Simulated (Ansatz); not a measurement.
Functionals compared on a constructed model of the (110) surface of bcc Fe, ferromagnetic, a pseudomorphic layer of Os in the host's stacking (bottom of the slab: a bare face, its two planes held), in Ansatz (plane waves, PAW). The structure was relaxed with PBE; the other rows are single points on it. Cutoff 420 eV.

Set-up: 7 atoms, 12.5 Å thick at the start; mesh 16x16x1; 0.1 eV smearing; dipole correction on; 2 atoms held, the rest relaxed; held to the start's symmetry, so lower structures may exist; spin-polarised, ending with about 13.8 μB a cell; orders that need a larger cell were not tried, no spin-orbit, no U. It is one candidate, not shown to be the stable structure of the face. These notes are the PBE run's.

| functional | work function of the top face (eV) | magnetic moment of the cell (μB) | rough cost of the single point |
|---|---|---|---|
| PBE | 5.38 | 13.80 | – |
| RPBE | (withheld) | 14.01 | very roughly 2.7 core-minutes |

### Question
What belongs in the gaps?

### Answer

- RPBE, work function of the top face (eV): 5.24

Ansatz is a first-principles code.
